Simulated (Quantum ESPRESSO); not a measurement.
Input and output of a self-consistent single point for CrClO (Pmmn, 6 atoms in the cell) (Quantum ESPRESSO).

Method: LDA (PW92), PseudoDojo standard norm-conserving (LDA) pseudopotentials (plane waves; Quantum ESPRESSO 7.5).

The change in words: lattice scaled by 0.98. Reference geometry:
```
CELL_PARAMETERS angstrom
      3.14861     0.00000     0.00000
      0.00000     3.81630     0.00000
      0.00000     0.00000     7.84908
ATOMIC_POSITIONS crystal
  Cr 0.00000 0.00000 0.10604
  Cr 0.50000 0.50000 0.89396
  Cl 0.00000 0.50000 0.68142
  Cl 0.50000 0.00000 0.31858
  O  0.50000 0.00000 0.94782
  O  0.00000 0.50000 0.05218
```
Moments meant for the start (each program seeds them in its own way; μB, in the order of the atoms Cr Cr Cl Cl O O): 3.0 3.0 0.0 0.0 0.0 0.0.

Reference input (self-consistent single point, DFT, LDA (PW92), plane waves, PseudoDojo standard norm-conserving (LDA) pseudopotentials): ecutwfc = 95 Ry; occupations = smearing; smearing = fermi-dirac; degauss = 0.000734986 Ry; nspin = 2; potentials = {Cr: Cr.upf, Cl: Cl.upf, O: O.upf}; K_POINTS = automatic 5 4 2 0 0 0; conv_thr = 1e-10 Ry; mixing_beta = 0.4. This run's input differs from it in these lines:

```diff
@@ -29,12 +29,12 @@
 CELL_PARAMETERS {angstrom}
-   3.14860900     0.00000000     0.00000000
-   0.00000000     3.81629500     0.00000000
-   0.00000000     0.00000000     7.84907800
+   3.08563700     0.00000000     0.00000000
+   0.00000000     3.73996900     0.00000000
+   0.00000000     0.00000000     7.69209600
 ATOMIC_POSITIONS {angstrom}
-Cr    0.00000000    0.00000000    0.83231623
-Cr    1.57430450    1.90814750    7.01676177
-Cl    0.00000000    1.90814750    5.34851873
-Cl    1.57430450    0.00000000    2.50055927
-O     1.57430450    0.00000000    7.43951311
-O     0.00000000    1.90814750    0.40956489
+Cr    0.00000000    0.00000000    0.81566986
+Cr    1.54281850    1.86998450    6.87642614
+Cl    0.00000000    1.86998450    5.24154806
+Cl    1.54281850    0.00000000    2.45054794
+O     1.54281850    0.00000000    7.29072243
+O     0.00000000    1.86998450    0.40137357
 K_POINTS {automatic}
```

The program printed (abridged):

```
     Self-consistent Calculation

     iteration #  1     ecut=    95.00 Ry     beta= 0.40

---- Real-time Memory Report at c_bands before calling an iterative solver
           264 MiB given to the printing process from OS
           238 MiB allocation reported by mallinfo(arena+hblkhd)
------------------

     total energy              =    -487.05314892 Ry
     estimated scf accuracy    <       2.10807733 Ry

     total magnetization       =     5.96 Bohr mag/cell
     absolute magnetization    =     5.99 Bohr mag/cell

     iteration #  2     ecut=    95.00 Ry     beta= 0.40

   [... lines left out ...]

---- Real-time Memory Report at c_bands before calling an iterative solver
           344 MiB given to the printing process from OS
           321 MiB allocation reported by mallinfo(arena+hblkhd)
------------------

     Magnetic moment per site  (integrated on atomic sphere of radius R)
     atom   1 (R=0.256)  charge= 10.7604  magn=  2.3003
     atom   2 (R=0.256)  charge= 10.7604  magn=  2.3003
     atom   3 (R=0.301)  charge=  4.8306  magn=  0.0330
     atom   4 (R=0.301)  charge=  4.8306  magn=  0.0330
     atom   5 (R=0.256)  charge=  5.3637  magn=  0.0360
     atom   6 (R=0.256)  charge=  5.3637  magn=  0.0360
     End of self-consistent calculation

     the Fermi energy is     8.7738 ev

!    total energy              =    -487.73684712 Ry
     estimated scf accuracy    <          4.4E-11 Ry
     smearing contrib. (-TS)   =      -0.00000000 Ry
     internal energy E=F+TS    =    -487.73684712 Ry

     total magnetization       =     6.00 Bohr mag/cell
     absolute magnetization    =     6.08 Bohr mag/cell

     convergence has been achieved in  16 iterations

     Forces acting on atoms (cartesian axes, Ry/au):

     atom    1 type  1   force =     0.00000000    0.00000000    0.00847021
     atom    2 type  1   force =     0.00000000    0.00000000   -0.00847021
     atom    3 type  2   force =     0.00000000    0.00000000   -0.02493259
     atom    4 type  2   force =     0.00000000    0.00000000    0.02493259
   [... lines left out ...]

     Total force =     0.040333     Total SCF correction =     0.000012

          total   stress  (Ry/bohr**3)                   (kbar)     P=       60.61
   0.00044832   0.00000000   0.00000000           65.95        0.00        0.00
   0.00000000   0.00038784   0.00000000            0.00       57.05        0.00
   0.00000000   0.00000000   0.00039996            0.00        0.00       58.84

   JOB DONE.
```

The run converged in 16 iterations. Against the reference run the free energy rises by 9.6 meV/atom, the pressure goes from -2.31 to 6.06 GPa, the largest force goes from 0.114 to 0.641 eV/Å, the gap on the mesh goes from 0.508 to 0.468 eV and the size of the net moment stays at 1.00 μB/atom.

The starting cell comes from a database of computed structures (which also holds hypothetical and non-ambient phases and stackings), without a prior relaxation at this level. Its lattice was rescaled by a random factor within 2.5 % of one. For this run, on top of that: lattice scaled by 0.98. The magnetic order is the one reached from the typed start; others were not searched systematically. With a pressure of about 6 GPa the cell is away from its equilibrium volume at this level.

Cost on one core of a shared machine: roughly 4 min.
